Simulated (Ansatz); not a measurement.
Take Al in the fcc (Cu type) structure (space group Fm-3m, No. 225; a = 3.994 Å; relaxed with 0.1 eV smearing) as the base. Axes: x, y, z lie along the cube axes.

The values are results of r2SCAN/PAW in Ansatz (a program for electronic structure), scalar-relativistic without spin-orbit coupling, not measurements.

Strains are applied to the cell and any free atomic positions relax; under biaxial strain the out-of-plane vector relaxes too.

One change was made to it. Results:

The energy goes up by 9.3 meV/atom; the pressure (mean of the normal stresses, compression positive) goes from zero to -3.1 GPa.

Q: Which change produced these results?
(A) uniaxial strain ε_xx = +5.77 %
(B) biaxial strain −4.97 %, plane normal [111], relaxed out of plane
(C) biaxial strain −3.83 %, plane normal [111], relaxed out of plane
(D) uniaxial strain ε_zz = +3.91 %

A: D, uniaxial strain ε_zz = +3.91 %. For comparison, the energy relative to the base in the other runs: uniaxial strain ε_xx = +5.77 % gives +20 meV/atom; biaxial strain −4.97 %, plane normal [111], relaxed out of plane gives +52 meV/atom; biaxial strain −3.83 %, plane normal [111], relaxed out of plane gives +29 meV/atom.

No phonon test of stability was made.
